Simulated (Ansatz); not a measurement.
```
Quantity                                                                                                  Value
-------------------------------------------------  ------------------------------------------------------------
Surface                                            single layer of As (symmetry Pmna as a slab, 4 atoms a cell)
Vacuum level minus Kohn-Sham valence edge                                                               4.72 eV
Vacuum level minus Kohn-Sham conduction edge                                                            3.81 eV
Gap of the slab on its mesh                                                                             0.90 eV
Apparent barrier, filled states, bias minus 0.9 V                                         6.2 eV (κ = 1.27 1/Å)
Apparent barrier, filled states, bias minus 1.5 V                                         6.7 eV (κ = 1.32 1/Å)
Apparent barrier, empty states, bias plus 0.8 V                                           3.5 eV (κ = 0.95 1/Å)
Apparent barrier, empty states, bias plus 1.4 V                                           3.5 eV (κ = 0.96 1/Å)
```

Level of theory: PBE, Tersoff-Hamann images (plane waves, PAW; Ansatz, a quantum-chemistry and plane-wave program).

The apparent barrier is ħ²κ²/2m, with κ from the fall of the mean window density between 3.5 and 5 Å; states of large in-plane momentum fall faster than their energy alone says. Mesh 12×14×1, no spin-orbit coupling, no spin polarisation; biases count from the run's Fermi level.
